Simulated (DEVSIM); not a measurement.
Structure: illuminated Ge n-on-p cell, one wavelength, at 300 K.

Layer 1 from the left is Ge, thickness (μm) 0.180, Nd (cm⁻³) 5.5e17, τn (s) 1.4e-8, τp (s) 1.3e-9, absorption coefficient (cm⁻¹) 15000. Layer 2 from the left is Ge, thickness (μm) 220, Na (cm⁻³) 2.2e17, τn (s) 1.1e-7, τp (s) 1.1e-7, absorption coefficient (cm⁻¹) 15000.

Left contact: ohmic, minority hole recombination velocity 10000 cm/s. Right contact: ohmic, minority electron recombination velocity 900 cm/s. Voltage is applied to the left contact. Recombination: SRH at mid-gap, radiative, Auger. Light enters at the left, 9e16 photons cm⁻² s⁻¹, one pass, no reflection. Mobility is μmin + (μ − μmin)/(1 + (N/Nref)^α).

Constants are typed, rounded textbook-type inputs, not results; the design itself was drawn at random and stands for no fabricated device. Values at 300 K.

Ge: gap (eV) 0.664, affinity (eV) 4, permittivity 16, Nc (cm⁻³) 1.04e19, Nv (cm⁻³) 6e18, μn (cm²/Vs) 3900, μp (cm²/Vs) 1900, μn,min 150, μp,min 100, Nref,n 2.6e17, Nref,p 4e17, αn 0.56, αp 0.6, B (cm³/s) 6.4e-14, Cn (cm⁶/s) 1e-31, Cp (cm⁶/s) 1e-31.

Simulated with DEVSIM: 1D drift-diffusion, Boltzmann statistics, complete ionisation; no tunnelling, impact ionisation, image-force lowering or self-heating.

### Question
What does the simulation give for the dark forward voltage at 1 A/cm², the share of generated pairs collected at short circuit?

### Answer
dark forward voltage at 1 A/cm² 0.297 V; share of generated pairs collected at short circuit 0.979.
